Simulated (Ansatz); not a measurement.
**SrTiO3, response to strain**

The reference is SrTiO$_{3}$ in the cubic perovskite structure (space group Pm-3m, No. 221; a = 3.8911 Å). Axes: x, y, z lie along the cube axes.

Strains are applied to the cell and any free atomic positions relax; under biaxial strain the out-of-plane vector relaxes too.

Computed with PBEsol (Ansatz, a quantum-chemistry and plane-wave program; PAW; 420 eV plane waves; spin-orbit coupling left out).

| biaxial strain, plane normal [001], relaxed out of plane (%) | out-of-plane strain (%) |
|---|---|
| 0 | 0.00 |
| 0.6 | -0.35 |
| 1.2 | -0.68 |
| 1.8 | ? |
| 3 | -1.61 |

Fit ε⊥ = −νε + γε² (strains in %) to the rows shown and predict the withheld row.

Least squares on the printed values gives ν = 0.59 (the biaxial Poisson response) and γ = 0.018 (largest residual 0.00 %); this predicts -1.00 %, and the run gives -1.01 %, in agreement.

Stability against distortions was not tested. The final runs are not spin-polarised. Many cubic perovskites are stable only at high temperature; tilts and polar distortions were not tested.
